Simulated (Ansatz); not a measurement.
Consider SnS2 in the CdI2 type structure (space group P-3m1, No. 164; a = 3.626 Å, c = 5.574 Å; layered, stacked along the Cartesian z axis).

Computed with DFT with PBEsol-D3(BJ), PAW potentials and a 420 eV plane-wave cutoff in Ansatz (a program for electronic structure), no spin-orbit coupling, earlier PAW set.

One change was made to it. Results:

| quantity | base | after |
|---|---|---|
| volume per atom | 21.15 Å³ | 18.31 Å³ |
| c/a ratio | 1.537 | 1.434 |

Problem. Name the change that was made.
A) pressure 0.3 GPa
B) pressure 0.7 GPa
C) pressure −1 GPa
D) pressure 10 GPa

Solution. D, pressure 10 GPa. For comparison, the volume per atom in the other runs: pressure 0.3 GPa gives 20.99 Å³; pressure 0.7 GPa gives 20.80 Å³; pressure −1 GPa gives 21.82 Å³.

Load acts through the strain it causes; cell and atoms are relaxed under it. Whether these cells are dynamically stable was not tested. No other phases were tried under pressure.
